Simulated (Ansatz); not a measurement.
An Ansatz (a first-principles code) run: Ir with a change (biaxial strain +2.00 %, plane normal [001], relaxed out of plane); Ansatz, r2SCAN, PAW, cutoff 500 eV, spin-orbit coupling left out.

Input:

Ansatz 0.2 input:
```yaml
crystal:
  lattice:
    - [2.7732036882, 0, 0]
    - [0, 2.7732036882, 0]
    - [1.3866018441, -1.3866018441, 1.9032761002]
  atoms:
    - { symbol: Ir, position: [0, 0, 0] }
basis: { ecutwfc: 500, ecutrho_ratio: 4, xc_grid: 4, fft_grid_basis: typed }
kpoints: { mp_grid: { grid: [29, 29, 29] } }
hamiltonian:
  xc: r2scan
  dispersion: none
  pseudopotentials: { kind: paw }
scf: { occupations: { method: fermi_dirac, width: 0.1 } }
relax: { f_tol: 0.005, max_steps: 50, cell: { stress_tol: 0.01, fix: [a, b, gamma] } }
output: { forces: true, stress: true }
checkpoint: { write: state.ck, write_every: 1000 }
```

Output (explanatory and most iteration lines left out):

```
Relaxation: its limit of steps is 50 (relax.max_steps)
Pseudopotential: Ir, paw, valence charge 17
Crystal: 1 atoms, lattice volume = 14.637 Å³
Basis set: ecut = 500 eV, 363 PW (Γ), exchange–correlation on 96×96×80 points (64 copies of the dense FFT grid, shifted against one another)
Bands: 13, of which v1, the nominal top of the filled ones, is band 9 counted from 1 (8 counted from 0)
Symmetry: 16 space group operations
Space group: I4/mmm (ITA 139), of the structure as read, at distance tolerance 2.4e-5 Å
k-points: 1800 of 24389
Functional: x = r2scan, c = r2scan; τ floored in thin density (d = 2e-4 eV/Å³)
SCF iter   1: F=—  HF=-11948.689466 eV  |F-HF|=—  |Δ(HF+E_count)|=         —  Δρ=1.09e-2  dr2=7.40e-3  dr2_τ=3.30e-2  ethr=1.77e-3  ⟨swp⟩=5.0  Hψ=135498  notcnv=0
SCF iter   2: F=—  HF=-11948.713696 eV  |F-HF|=—  |Δ(HF+E_count)|=   2.42e-2  Δρ=5.19e-3  dr2=8.33e-4  dr2_τ=4.39e-4  ethr=4.35e-5  ⟨swp⟩=2.0  Hψ=53958  notcnv=0
SCF 1 converged in 6 iterations: F = -11948.714542 eV  dr2 = 1.57e-8
relax step   1: F+E_penalty+E_count = -11948.71454218 eV  Δ(F+E_penalty+E_count) = +0.000e0 eV  max|allowed force component| = 0.000e0 eV/Å  Δτ_max = 0.0000 Å  P = -10.125 GPa  Ω = 14.637 Å³  fix = [a, b, gamma]  reactions: a -13.565, b -13.565 GPa  (6 SCF iters, dr2 threshold 1.00e-7 eV, accepted)
[... steps on the carried basis left out ...]
relax step   4: F+E_penalty+E_count = -11948.71542030 eV  Δ(F+E_penalty+E_count) = -2.232e-6 eV  max|allowed force component| = 0.000e0 eV/Å  Δτ_max = 0.0000 Å  P = -8.238 GPa  Ω = 14.557 Å³  energy of the carried Pulay correction = +5.803e-5 eV  fix = [a, b, gamma]  reactions: a -12.358, b -12.358 GPa  (2 SCF iters, dr2 threshold 2.03e-8 eV, accepted)
Crystal: 1 atoms, lattice volume = 14.557 Å³
SCF iter   1: F=—  HF=-11948.715363 eV  |F-HF|=—  |Δ(HF+E_count)|=         —  Δρ=2.55e-5  dr2=1.97e-8  dr2_τ=1.53e-7  ethr=6.17e-9  ⟨swp⟩=3.0  Hψ=193793  notcnv=0
SCF iter   2: F=—  HF=-11948.715363 eV  |F-HF|=—  |Δ(HF+E_count)|=   9.28e-9  Δρ=1.14e-5  dr2=2.31e-9  dr2_τ=3.42e-9  ethr=1.16e-10  ⟨swp⟩=2.3  Hψ=37987  notcnv=0
SCF 5 converged in 5 iterations: F = -11948.715363 eV  dr2 = 2.64e-13
SCF converged after 5 iterations
Free energy (F): -11948.715363 eV
Internal energy: -11948.685628 eV  (E = F + TS)
E sigma→0 (E₀):  -11948.700496 eV
Entropy (-TS):   -0.029735 eV (-29.735 meV/atom)
Fermi energy:    24.645521 eV
--- Forces (eV/Å), atoms counted from 1 ---
  atom   1  Ir    -0.00000000     0.00000000     0.00000000
--- Stress (GPa, compression-positive) ---
      -12.360017       0.000000       0.000000
        0.000000     -12.360017       0.000000
        0.000000       0.000000      -0.004195
  P = ⅓ Tr σ = -8.2414 GPa (-82.414 kbar)
--- Relaxed structure (4 steps of the walk, 3 accepted, 1 SCFs on fresh bases) ---
  cell:  # Å, volume = 14.5569 Å³
    - [2.7732036882, 0.0, 0.0]
    - [0.0, 2.7732036882, 0.0]
    - [1.3866018441, -1.3866018441, 1.8928008231379567]
  atoms:
    - { symbol: Ir, position: [0.0, 0.0, 0.0] }
```

No phonon test of stability was made. The final runs are not spin-polarised. The cell was made from Ir in the fcc (Cu type) structure (space group Fm-3m, No. 225) by this change: biaxial strain +2.00 %, plane normal [001], relaxed out of plane.
